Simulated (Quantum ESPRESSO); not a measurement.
## Habitual settings against a tight run: Li3H3N2 (Pm, 8 atoms in the cell)

Self-consistent single point.

```
CELL_PARAMETERS angstrom
      3.66681     0.00000     0.00000
      0.00000     3.40234     0.00000
     -0.16115     0.00000     5.05448
ATOMIC_POSITIONS crystal
  Li 0.45824 0.00000 0.76126
  Li 0.96260 0.50000 0.68344
  Li 0.60873 0.00000 0.31971
  H  0.03918 0.22928 0.09287
  H  0.03918 0.77072 0.09287
  H  0.30142 0.50000 0.36724
  N  0.94927 0.00000 0.97969
  N  0.47939 0.50000 0.52691
```

Computed with LDA (PZ), GBRV 1.5 ultrasoft (LDA) pseudopotentials (plane waves; Quantum ESPRESSO).

Base settings: ecutwfc = 40 Ry; ecutrho = 200 Ry; occupations = smearing; smearing = gauss; degauss = 0.0036749 Ry; potentials = {Li: li_lda_v1.4.uspp.F.UPF, H: h_lda_v1.4.uspp.F.UPF, N: n_lda_v1.2.uspp.F.UPF}; K_POINTS = automatic 9 10 7 0 0 0; conv_thr = 1e-10 Ry.

Tight run (finer mesh or higher cutoff; not a proven limit): ecutwfc: 40 Ry → 56 Ry; ecutrho: 200 Ry → 280 Ry; conv_thr: 1e-10 Ry → 7.3e-11 Ry; K_POINTS: automatic 9 10 7 0 0 0 → automatic 13 14 10 0 0 0. It gave top of the valence band (on the code's own zero) 2.20 eV; gap on the k-point mesh 2.06 eV; pressure 0.06 GPa; largest force (vector length) 1.219 eV/Å.

Quick runs, as changes from the base:
- A: the base itself
- B: ecutwfc: 40 Ry → 24 Ry; ecutrho: 200 Ry → 120 Ry; conv_thr: 1e-10 Ry → 7.3e-05 Ry; K_POINTS: automatic 9 10 7 0 0 0 → automatic 1 1 1 0 0 0
- C: ecutwfc: 40 Ry → 32 Ry; ecutrho: 200 Ry → 160 Ry; K_POINTS: automatic 9 10 7 0 0 0 → automatic 6 6 6 1 1 1
- D: ecutwfc: 40 Ry → 24 Ry; ecutrho: 200 Ry → 120 Ry; degauss: 0.0036749 Ry → 0.0099958 Ry; pseudopotentials: {Li: li_lda_v1.4.uspp.F.UPF, H: h_lda_v1.4.uspp.F.UPF, N: n_lda_v1.2.uspp.F.UPF} → {Li: li_pbesol_v1.4.uspp.F.UPF, H: h_pbesol_v1.4.uspp.F.UPF, N: n_pbesol_v1.2.uspp.F.UPF}; K_POINTS: automatic 9 10 7 0 0 0 → automatic 6 6 6 1 1 1 [PBEsol]
- E: ecutwfc: 40 Ry → 28 Ry; ecutrho: 200 Ry → 140 Ry; K_POINTS: automatic 9 10 7 0 0 0 → automatic 8 8 8 0 0 0
- F: ecutwfc: 40 Ry → 24 Ry; ecutrho: 200 Ry → 120 Ry; smearing: gauss → cold; degauss: 0.0036749 Ry → 0.019992 Ry; pseudopotentials: {Li: li_lda_v1.4.uspp.F.UPF, H: h_lda_v1.4.uspp.F.UPF, N: n_lda_v1.2.uspp.F.UPF} → {Li: li_pbesol_v1.4.uspp.F.UPF, H: h_pbesol_v1.4.uspp.F.UPF, N: n_pbesol_v1.2.uspp.F.UPF}; K_POINTS: automatic 9 10 7 0 0 0 → automatic 3 3 3 0 0 0 [PBEsol]

Dashes: gap of B, left out as unsure on this mesh or at this smearing; time of B, C, D, F, under 30 s; energy of D, F, another energy zero.

Gaps are read on each run's own mesh, which may miss the band edges.

† marks runs with another functional, U, potentials or spin treatment: their distance from the tight run is not a convergence error alone.

The count of work is k-points × plane waves × bands × iterations; it is no time. Core times come from one kind of shared machine and are given to one figure; runs under 30 s give none.

The starting cell comes from a database of computed structures (which also holds hypothetical and non-ambient phases and stackings), without a prior relaxation at this level. Its lattice was rescaled by a random factor within 2.5 % of one. In the base run, forces exceed 1 eV/Å.

```tsv
run	energy less tight (meV/atom)	pressure less tight (GPa)	largest miss in a force vector (eV/Å)	gap on the mesh less tight (eV)	count of work / tight	core time / tight (rough)
A	1.6	0.05	0.003	0.005	0.22	0.1
B	885.0	-10.82	1.804	–	0.00040	–
C	13.9	-2.18	0.014	0.491	0.044	–
D†	–	-19.16	0.064	0.476	0.029	–
E	59.4	-7.61	0.028	-0.018	0.12	0.1
F†	–	-19.43	0.060	0.019	0.0053	–
```

Among the runs at the tight run's level, the energy misses run from 1.6 to 885.0 meV/atom.

Left out of this page: 1 run of the series outside the window shown, repeating another row's setting, or not comparable.
